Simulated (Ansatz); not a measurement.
Base system: La₂O₃ (space group P-3m1, No. 164; a = 3.935 Å, c = 6.126 Å).

Calculations: r2SCAN/PAW in Ansatz (a quantum-chemistry and plane-wave program), no spin-orbit coupling.

Before the change:

```
Quantity                 Value
-------------  ---------------
Density             6.58 g/cm³
Gap character  indirect, L → K
```

Modification: a hydrostatic pressure of 2.1 GPa.

### Question
Predict the new density, mean gap deformation potential ΔEg/Δln V and gap character.

### Answer
The density grows by 0.12 g/cm³ (6.58 g/cm³ → 6.70 g/cm³); the mean gap deformation potential ΔEg/Δln V comes out as -0.2 eV; the gap character is still indirect, L → K.

Load acts through the strain it causes; cell and atoms are relaxed under it. No phonon test of stability was made.
